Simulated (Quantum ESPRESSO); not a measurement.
Quantum ESPRESSO run on CuAgO₂ (Pmmm, 4 atoms in the cell): self-consistent single point.

Method of the run: PBEsol, PSlibrary PAW (PBE) pseudopotentials (plane waves; Quantum ESPRESSO).

The change in words: lattice scaled by 0.98. Reference geometry:
```xyz
4
Lattice="2.8336 0.0000 0.0000 0.0000 3.3743 0.0000 0.0000 0.0000 5.4371" Properties=species:S:1:pos:R:3 pbc="T T T"
Cu     1.4168     1.6872     2.7186
Ag     0.0000     0.0000     0.0000
O      0.0000     1.6872     1.4727
O      0.0000     1.6872     3.9645
```

Reference input (self-consistent single point, DFT, PBEsol, plane waves, PSlibrary PAW (PBE) pseudopotentials): ecutwfc = 55 Ry; ecutrho = 330 Ry; occupations = smearing; smearing = fermi-dirac; degauss = 0.0073499 Ry; input_dft = pbesol; K_POINTS = automatic 10 9 6 0 0 0; conv_thr = 1e-10 Ry; mixing_beta = 0.3. This run's input differs from it in these lines:

```diff
@@ -10,5 +10,5 @@
  ibrav = 8
- A = 2.8336200000
- B = 3.3743490000
- C = 5.4371450000
+ A = 2.7769480000
+ B = 3.3068620000
+ C = 5.3284020000
  nat = 4
```

Output, abridged:

```
     Self-consistent Calculation

     iteration #  1     ecut=    55.00 Ry     beta= 0.30

     total energy              =    -642.31977494 Ry
     estimated scf accuracy    <       1.68823979 Ry

     iteration #  2     ecut=    55.00 Ry     beta= 0.30

     total energy              =    -642.70024068 Ry
     estimated scf accuracy    <       2.29592994 Ry

     iteration #  3     ecut=    55.00 Ry     beta= 0.30

     total energy              =    -642.88293394 Ry
     estimated scf accuracy    <       0.11641962 Ry

   [... 10 blocks of this kind left out ...]

     iteration # 14     ecut=    55.00 Ry     beta= 0.30

     total energy              =    -642.89574113 Ry
     estimated scf accuracy    <          1.4E-10 Ry

     iteration # 15     ecut=    55.00 Ry     beta= 0.30
     End of self-consistent calculation

     Number of k-points >= 100: set verbosity='high' to print the bands.

     the Fermi energy is     8.9973 ev

!    total energy              =    -642.89574113 Ry
     estimated scf accuracy    <          5.4E-11 Ry
     smearing contrib. (-TS)   =      -0.00456477 Ry
     internal energy E=F+TS    =    -642.89117637 Ry

     convergence has been achieved in  15 iterations

     Forces acting on atoms (cartesian axes, Ry/au):

     atom    1 type  1   force =     0.00000000    0.00000000    0.00000000
     atom    2 type  2   force =     0.00000000    0.00000000    0.00000000
     atom    3 type  3   force =     0.00000000    0.00000000   -0.01463093
     atom    4 type  3   force =     0.00000000    0.00000000    0.01463093

     Total force =     0.020691     Total SCF correction =     0.000010

          total   stress  (Ry/bohr**3)                   (kbar)     P=       44.69
   0.00047523   0.00000000   0.00000000           69.91        0.00        0.00
   0.00000000   0.00010906   0.00000000            0.00       16.04        0.00
   0.00000000   0.00000000   0.00032704            0.00        0.00       48.11

   JOB DONE.
```

The run converged in 15 iterations. Against the reference run the free energy rises by 2.9 meV/atom, the pressure goes from -4.51 to 4.47 GPa and the largest force goes from 0.031 to 0.376 eV/Å.

The starting cell comes from a database of computed structures (which also holds hypothetical and non-ambient phases and stackings), without a prior relaxation at this level. Its lattice was rescaled by a random factor within 2.5 % of one. For this run, on top of that: lattice scaled by 0.98. Spin polarisation is off, so a magnetic state, if there is one, cannot be reached. With a pressure of about 4 GPa the cell is away from its equilibrium volume at this level. The run gives no clean gap (levels at the Fermi energy touch, overlap or are partly filled at this smearing), which alone does not show that the compound is a metal.

Cost on one core of a shared machine: roughly 3 min.
